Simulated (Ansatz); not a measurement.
**B2O3 (Cmc2₁, No. 36, 10 atoms in the cell; start mp-717; high-pressure phase)**

Level of theory: r²SCAN+rVV10 in Ansatz (PAW).

Settings: plane-wave cutoff 560 eV, 8×8×8 k mesh, Fermi–Dirac smearing 0.01 eV, scalar-relativistic PAW data made under PBE.

Cell (relaxed at this level):

```yaml
crystal:
  lattice:
    - [3.89487, -2.29818, 0.00000]
    - [3.89487, 2.29818, 0.00000]
    - [0.00000, 0.00000, 4.12337]
  atoms:
    - { symbol: B, position: [0.00451, 0.32491, 0.56784] }
    - { symbol: B, position: [0.99549, 0.67509, 0.06784] }
    - { symbol: B, position: [0.67509, 0.99549, 0.56784] }
    - { symbol: B, position: [0.32491, 0.00451, 0.06784] }
    - { symbol: O, position: [0.75050, 0.24950, 0.49804] }
    - { symbol: O, position: [0.24950, 0.75050, 0.99804] }
    - { symbol: O, position: [0.92362, 0.66118, 0.41944] }
    - { symbol: O, position: [0.07638, 0.33882, 0.91944] }
    - { symbol: O, position: [0.33882, 0.07638, 0.41944] }
    - { symbol: O, position: [0.66118, 0.92362, 0.91944] }
```

```json
{
 "band_gap": "9.37 eV (on the SCF k mesh)"
}
```

Note: the relaxation could not lower the start's symmetry, so the cell can be a saddle point above a distorted one.

Computed values are for the static lattice.

The result took around 4 core-minutes (rough).

A start named mp-… is a Materials Project structure, which need not be a measured phase.

Ansatz is a program for electronic structure.
